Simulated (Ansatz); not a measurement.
**Response to strain in NiO**

The parent structure is NiO in the rock salt structure (space group Fm-3m, No. 225; a = 4.189 Å; ferromagnetic). Axes: x, y, z lie along the cube axes.

Strains are applied to the cell and any free atomic positions relax; under biaxial strain the out-of-plane vector relaxes too; under stress the whole cell relaxes.

All numbers come from plane-wave PAW DFT at the r2SCAN level (Ansatz, an electronic-structure program, 500 eV), no spin-orbit coupling.

Candidates:
(a) isotropic strain −0.79 %
(b) uniaxial stress, 5 GPa tension along z
(c) uniaxial stress, 3 GPa compression along x
(d) biaxial strain −3.58 %, plane normal [110], relaxed out of plane
(e) strain tensor (xx, yy, zz, yz, xz, xy) = (+0.77, −0.25, +2.40, +0.48, +1.48, −0.80) %

Notes on the quantities. energy relative to the base: free energy F.

Order them by energy relative to the base, lowest first.

(c) uniaxial stress, 3 GPa compression along x (+0.8 meV/atom), (b) uniaxial stress, 5 GPa tension along z (+2.5 meV/atom), (a) isotropic strain −0.79 % (+3.6 meV/atom), (e) strain tensor (xx, yy, zz, yz, xz, xy) = (+0.77, −0.25, +2.40, +0.48, +1.48, −0.80) % (+10 meV/atom), (d) biaxial strain −3.58 %, plane normal [110], relaxed out of plane (+28 meV/atom)

Stability under load was not tested beyond the relaxation. No Hubbard U is applied and the magnetic state is the run's own (NiO ferromagnetic); other magnetic orders, which need larger cells, were not tried and can change the gap. In its common phase, real NiO is an antiferromagnetic insulator at low temperature.
